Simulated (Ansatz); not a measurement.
H interstitial in zinc-blende BP (start: void with 4P nearest; 64-site cell, 2×2×2 shifted sampling). These are PBE, PAW (plane waves to 420 eV; Ansatz, a first-principles code) values and carry that method's errors. Total energies of the localised charge states, counted from that of charge +1, and their image corrections (point charge with alignment); the host's valence-band maximum lies at 9.171 eV on the cells' energy zero and its gap is 1.25 eV.

| charge | moment (μB) | E − E(first) (eV) | correction (eV) |
|---|---|---|---|
| +1 | not spin-polarised | 0.000 | 0.239 |
| 0 | 1.0 | 9.971 | 0.000 |

**Question.** Derive the transition levels above the valence-band maximum and say which of them are thermodynamic.

**Answer.** A level is the Fermi energy at which two charges have equal formation energy: ε(q/q′) = [E(q′) + corr(q′) − E(q) − corr(q)] / (q − q′) − E_VBM.
ε(+1/0) = [(9.971 + 0.000) − (0.000 + 0.239)] / 1 − 9.171 = 0.56 eV
Thermodynamic levels at least 0.1 eV inside the gap: (+1/0) at 0.56 eV. They hold to tenths of an eV in this cell. Only the charges listed were compared. Charge −1 has its level within 0.1 eV of a band edge or past it. The geometries come from one start. Flagged in the runs: a doubtful potential alignment, a strain field that reaches the edge of the cell.
